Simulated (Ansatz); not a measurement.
Here is the system:

```
CELL_PARAMETERS angstrom
      3.22255     0.00000     0.00000
     -1.61127     2.79081     0.00000
      0.00000     0.00000     5.25017
ATOMIC_POSITIONS crystal
  Zn 0.66667 0.33333 0.50186
  Zn 0.33333 0.66667 0.00186
  O  0.66667 0.33333 0.87845
  O  0.33333 0.66667 0.37845
```

Calculation: PBEsol with spin-orbit coupling, rigid bands (plane waves, PAW; Ansatz, a program for electronic structure). Condition of this run: uniaxial stress zz = -1 GPa (compression positive) (the target of the relaxation). Cell: cell and atoms relaxed with PBEsol, then loaded as said.

Question: Predict the electron conductivity mass (n e² τ/σ) at 300 K, by direction if it differs.

Answer: 0.151 mₑ.

Question: Predict the hole conductivity mass (n e² τ/σ) at 300 K, by direction if it differs.

Answer: 1.86 (x), 1.86 (y), 2.7 (z) mₑ.

Question: And the band gap?

Answer: 0.67 eV at this level; semilocal functionals usually fall short of the measured gap.

Rigid bands, one relaxation time for all states, no polarons.
